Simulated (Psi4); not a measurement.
Psi4 1.11, WB97X/def2-svp: Hf(NH2)4 ([NH2][Hf]([NH2])([NH2])[NH2]), 13 atoms. The geometry is a generated start, not checked to be a minimum at this level.

```yaml
task: energy
method: wb97x
basis: def2-svp
memory: 3 GB
maxiter: 100
keys_of_the_molecule_block: symmetry c1
scf_type: df (default)
e_convergence: 1e-06 (default)
d_convergence: 1e-06 (default)
dft_radial_points: 75 (default)
dft_spherical_points: 302 (default)
effective_core_potentials: those of the basis set, past Kr
basis_functions: 128
grid_points: 280904
```

```xyz
13

Hf    -0.0841     0.0347    -0.1574
N      1.4035     1.0607    -1.1095
H      1.7508     0.6485    -1.9785
H      2.2356     1.3105    -0.5700
N      0.8245    -0.8840     1.4248
H      1.0318    -0.2724     2.2197
H      1.7064    -1.3620     1.2147
N     -0.9489    -1.3485    -1.3943
H     -1.7651    -0.9973    -1.9015
H     -1.2688    -2.1950    -0.9185
N     -1.5285     1.2066     0.6762
H     -1.2213     2.0642     1.1431
H     -2.1359     0.7340     1.3514
```

Charge 0 and multiplicity 1 are set for this test and not shown to be the ground state.

With the defaults (damping_percentage = 0, diis = true, scf_initial_accelerator = adiis, diis_max_vecs = 10, guess = auto, which took SAD, soscf = false, soscf_start_convergence = 0.01) it converges in 8 SCF iterations. One run each on 2 threads, with these changes:
- diis_max_vecs = 20
- guess = gwh
- scf_initial_accelerator = ediis
- guess = modhuckel
- guess = core
- damping_percentage = 60, diis = false, scf_initial_accelerator = none
- diis_max_vecs = 6
- damping_percentage = 60
- soscf = true, soscf_start_convergence = 0.001

Problem. Which of these changes keep the SCF from converging, or lead it to another solution?

Solution. No convergence: damping_percentage = 60; damping_percentage = 60, diis = false, scf_initial_accelerator = none (the run ends without SCF convergence in 100 iterations). The rest reach the solution of the defaults.

```
setting                                                                SCF iterations  JK calls             end
---------------------------------------------------------------------  --------------  --------  --------------
soscf = true, soscf_start_convergence = 0.001                                       6        17   same solution
the defaults                                                                        8         9   same solution
diis_max_vecs = 6                                                                   8         9   same solution
scf_initial_accelerator = ediis                                                     8         9   same solution
diis_max_vecs = 20                                                                  8         9   same solution
guess = modhuckel                                                                  10        32   same solution
guess = gwh                                                                        12        12   same solution
guess = core                                                                       14        14   same solution
damping_percentage = 60                                                           100       101  no convergence
damping_percentage = 60, diis = false, scf_initial_accelerator = none             100       101  no convergence
```

An SOSCF iteration holds several JK calls; a Hückel guess adds calls on atoms.
